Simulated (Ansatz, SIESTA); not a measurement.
An Ansatz (a first-principles code) input for a self-consistent single point of MnPt3 (P1, 4 atoms in the cell) (DFT, LDA (PW92), plane waves, default PAW files made with PBE):

Ansatz 0.2 input:
```yaml
crystal:
  lattice:
    - [3.957500, 0.000000, 0.000000]
    - [0.000000, 3.957500, 0.000000]
    - [0.000000, 0.000000, 3.957500]
  atoms:
    - { symbol: Mn, position: [0.001708, -0.001119, 0.003732], spin: 4.0 }
    - { symbol: Pt, position: [0.000433, 0.495289, 0.503605] }
    - { symbol: Pt, position: [0.503022, -0.005429, 0.494482] }
    - { symbol: Pt, position: [0.494837, 0.511260, -0.001818] }
kpoints:
  mp_grid:
    grid: [9, 9, 9]
hamiltonian:
  xc: lda
  pseudopotentials:
    kind: paw
magnetization:
  spin_polarized: true
scf:
  occupations:
    method: fermi_dirac
    width: 0.1
output:
  forces: true
  eigenvalues: true
  stress: true
```

**Question.** Write the same calculation as an input for SIESTA.

**Answer.** This is the input that was run; spellings and numerical settings could be chosen otherwise.

```
# files in the folder: Mn.psml Pt.psml (PseudoDojo LDA standard)
SystemName  MnPt3
SystemLabel mnpt3

NumberOfAtoms                4
NumberOfSpecies              2
%block ChemicalSpeciesLabel
  1 25 Mn
  2 78 Pt
%endblock ChemicalSpeciesLabel
LatticeConstant              1.0 Ang
%block LatticeVectors
     3.957500000    0.000000000    0.000000000
     0.000000000    3.957500000    0.000000000
     0.000000000    0.000000000    3.957500000
%endblock LatticeVectors
AtomicCoordinatesFormat      Bohr
%block AtomicCoordinatesAndAtomicSpecies
     0.012773434   -0.008368543    0.027910102  1
     0.003238230    3.704063926    3.766255890  2
     3.761895872   -0.040601271    3.698028703  2
     3.700683603    3.823504505   -0.013596079  2
%endblock AtomicCoordinatesAndAtomicSpecies

XC.functional                LDA
XC.authors                   PW92
PAO.BasisSize                TZP
PAO.EnergyShift              0.01 Ry
MeshCutoff                   350 Ry
%block kgrid.MonkhorstPack
    9   0   0  0.0
    0   9   0  0.0
    0   0   9  0.0
%endblock kgrid.MonkhorstPack
OccupationFunction           FD
ElectronicTemperature        100.0 meV
Spin                         polarized
%block DM.InitSpin
  1 +4.00
  2 +0.00
  3 +0.00
  4 +0.00
%endblock DM.InitSpin

MaxSCFIterations             150
SCF.Mixer.Method             Pulay
SCF.Mixer.Weight             0.1
SCF.Mixer.History            8
SCF.DM.Tolerance             1.0E-05
Diag.ParallelOverK           true
WriteForces                  true
Charge.Mulliken              end
```

Basis settings and potentials, where a program has them, do not carry over. This input uses DFT, LDA PW92, numerical atomic orbitals TZP, PseudoDojo LDA standard norm-conserving potentials (rewritten from UPF to PSML). LDA parametrisations can differ slightly between programs.

The starting cell comes from a database of computed structures (which also holds hypothetical and non-ambient phases and stackings), without a prior relaxation at this level. Its lattice was rescaled by a random factor within 2.5 % of one. For this run, on top of that: atoms moved at random.
